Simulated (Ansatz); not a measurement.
Hf (model structure, started from the fcc type, Fm-3m, No. 225, 1 atom in the cell), treated with LDA in Ansatz (plane waves, PAW).

Run with plane-wave cutoff 520 eV, 22×22×22 k mesh, Fermi–Dirac smearing 0.05 eV, scalar-relativistic PAW data made under PBE.

Cell (relaxed at this level):

```
CELL_PARAMETERS angstrom
      0.00000     2.18067     2.18067
      2.18067     0.00000     2.18067
      2.18067     2.18067     0.00000
ATOMIC_POSITIONS crystal
  Hf 0.00000 0.00000 0.00000
```

Problem. What does this level give for the bulk modulus?

Solution. 
- bulk modulus: 116 GPa

The run finds no gap.

Note: the bulk modulus is −V dP/dV from two relaxed cells at ±2 % in volume; the relaxation could raise the start's symmetry but not lower it, so the cell can be a saddle point.

Spin–orbit coupling is not included.

The result took around 50 core-seconds (rough).

A model structure was made by putting elements into a prototype or built by hand; it is no filed structure, need not be a known phase, and can be a saddle point held by its symmetry.

Ansatz is an electronic-structure program.
